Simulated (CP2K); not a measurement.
Input and output of a self-consistent single point for LaSb2Au (P4/nmm, 8 atoms in the cell) (CP2K).

Level of theory: PBEsol, GPW, DZVP-MOLOPT-SR-GTH basis, GTH-PBE potentials (GTH_POTENTIALS) run with CP2K.

```xyz
8
Lattice="4.4360 0.0000 0.0000 0.0000 4.4360 0.0000 0.0000 0.0000 10.4320" Properties=species:S:1:pos:R:3 pbc="T T T"
Au     0.0000     0.0000     0.0000
Au     2.2180     2.2180     0.0000
Sb     2.2180     0.0000     1.7672
Sb     0.0000     2.2180     8.6648
La     2.2180     0.0000     7.8569
La     0.0000     2.2180     2.5751
Sb     0.0000     0.0000     5.2160
Sb     2.2180     2.2180     5.2160
```

Reference input (self-consistent single point, DFT PBEsol, GPW, DZVP-MOLOPT-SR-GTH basis, GTH-PBE potentials (GTH_POTENTIALS)): CUTOFF = 500 Ry; REL_CUTOFF = 50 Ry; SMEAR/METHOD = MARZARI_VANDERBILT; SIGMA = 0.05 eV; KPOINTS/SCHEME = MACDONALD 5 5 3 0.1 0.1 0.1666666667; XC_FUNCTIONAL = PBE:PBESOL; Au/BASIS_SET = DZVP-MOLOPT-SR-GTH; Au/POTENTIAL = GTH-PBE-q11; Sb/BASIS_SET = DZVP-MOLOPT-SR-GTH; Sb/POTENTIAL = GTH-PBE-q5; La/BASIS_SET = DZVP-MOLOPT-SR-GTH; La/POTENTIAL = GTH-PBE-q11. This run's input differs from it in these lines:

```diff
@@ -49,2 +49,6 @@
       &END XC_FUNCTIONAL
+      &XC_GRID
+        XC_SMOOTH_RHO NN50
+        XC_DERIV NN50_SMOOTH
+      &END XC_GRID
     &END XC
```

Output (repeated stretches shortened):

```
 SCF WAVEFUNCTION OPTIMIZATION

  Step     Update method      Time    Convergence         Total energy    Change
     1 NoMix/Diag. 0.30E+00      -     1.09854362      -152.8087140855 -1.53E+02
     2 Broy./Diag. 0.30E+00      -     0.10692039      -155.8486152550 -3.04E+00
     3 Broy./Diag. 0.30E+00      -     0.12509728      -153.7967590853  2.05E+00
     4 Broy./Diag. 0.30E+00      -     0.06658162      -152.1717199484  1.63E+00
     5 Broy./Diag. 0.30E+00      -     0.02205101      -151.7552537092  4.16E-01
     6 Broy./Diag. 0.30E+00      -     0.01622989      -151.9460954465 -1.91E-01
   [... 11 lines left out ...]
    18 Broy./Diag. 0.30E+00      -     0.00000102      -151.9398411805  6.14E-06
    19 Broy./Diag. 0.30E+00      -     0.00000036      -151.9398396147  1.57E-06
    20 Broy./Diag. 0.30E+00      -     0.00000023      -151.9398403552 -7.41E-07
    21 Broy./Diag. 0.30E+00      -     0.00000008      -151.9398410778 -7.23E-07
  *** SCF run converged in    21 steps ***

  Overlap energy of the core charge distribution:               0.00000001110333
  Self energy of the core charge distribution:               -291.12111015473090
  Core Hamiltonian energy:                                     71.79586312005577
  Hartree energy:                                              92.16792509049286
  Exchange-correlation energy:                                -24.78260575192741
  Smearing free energy correction:                              0.00008660727614
  Fermi energy:                                                 0.30439878142593

  Total energy:                                              -151.93984107776316

 ENERGY| Total FORCE_EVAL ( QS ) energy [hartree]           -151.939842139043606

 FORCES| Atomic forces [hartree/bohr]
   [... lines left out ...]

 STRESS| Analytical stress tensor [bar]
 STRESS|                        x                   y                   z
 STRESS|      x        3.29165284728E+04   2.04569764827E-04   2.50192267105E-05
 STRESS|      y        2.04569764827E-04   3.29146604222E+04   2.50218676327E-05
 STRESS|      z        2.50192267105E-05   2.50218676327E-05   1.36390597028E+04
 STRESS| 1/3 Trace                                             2.64900828659E+04
```

The run converged in 21 iterations. Against the reference run the free energy rises by 38.3 meV/atom, the pressure goes from 2.83 to 2.65 GPa and the largest force moves little (0.643 to 0.641 eV/Å).

The starting cell comes from a database of published, mostly measured structures (it also holds non-ambient and calculated ones), without a prior relaxation at this level. Values carry the incompleteness of an atom-centred basis. The potentials were made for another functional than the one used.

Cost on one core of a shared machine: roughly 60 s.
